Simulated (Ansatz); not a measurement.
The reference is GaN in the zinc blende structure (space group F-43m, No. 216; a = 4.4981 Å).

Method: Kohn–Sham DFT with the PBEsol functional, run in Ansatz (a first-principles code) with PAW and 420 eV plane waves, spin-orbit coupling left out.

Its conduction minimum is a single valley at Γ with mass 0.15 mₑ.

It is then changed as follows: electron doping at 2.0×10^21 cm⁻³ (0.0455 per cell), with a uniform compensating background at fixed cell and a 300 K Fermi–Dirac width.

Q: Where would a parabolic band put the Fermi level, and where does the calculation put it?

A: k_F = (3π²n)^(1/3) = 0.390 Å⁻¹, so ħ²k_F²/2m = 3.8 eV above the band edge at zero temperature. The calculation gives 1.60 eV (to 0.05 eV): the band is strongly non-parabolic or higher valleys fill at this density.

Charged cell with a jellium background: band edges are those of the host's band count, energies are not comparable with the neutral cell, and many-body gap narrowing is missing. The levels and masses belong to the bands next to the band gap. Effective masses come from finite differences of ±0.01 Å⁻¹. Whether these cells are dynamically stable was not tested. This is not the structure that GaN has at room temperature and ambient pressure.
